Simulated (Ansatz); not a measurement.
Consider LiNbO3 (space group R3c, No. 161).

```
LiNbO3
1.0
    2.56838     1.48285     4.62904
   -2.56838     1.48285     4.62904
    0.00000    -2.96571     4.62904
Li Nb O
2 2 6
Cartesian
  0.00000   0.00000   9.74991
  0.00000   0.00000   2.80634
  0.00000   0.00000  13.66628
  0.00000   0.00000   6.72272
 -0.65304   1.43730   8.16346
  1.57126  -0.15309   8.16346
 -0.91821  -1.28420   8.16346
  0.99712   1.32976   5.84894
  0.65304  -1.52841   5.84894
 -1.65017   0.19865   5.84894
```

Cartesian axes are those of the cell as printed.

Computed with r2SCAN (Ansatz, an electronic-structure program), without spin-orbit coupling, earlier PAW set.

Strains are applied to the cell and any free atomic positions relax.

One change was made to it. Results:

```csv
quantity,base,after
energy relative to the base (free energy F),0 meV/atom,+17 meV/atom
shortest interatomic distance,1.878 Å,1.856 Å
```

Task: Which change produced these results?
(A) isotropic strain +1.02 %
(B) uniaxial strain ε_yy = −4.19 %
(C) uniaxial strain ε_yy = +5.37 %
(D) uniaxial strain ε_zz = +0.31 %

Result: C, uniaxial strain ε_yy = +5.37 %. For comparison, the energy relative to the base in the other runs: isotropic strain +1.02 % gives +3.4 meV/atom; uniaxial strain ε_zz = +0.31 % gives +0.1 meV/atom; uniaxial strain ε_yy = −4.19 % gives +13 meV/atom.

No phonon test of stability was made.
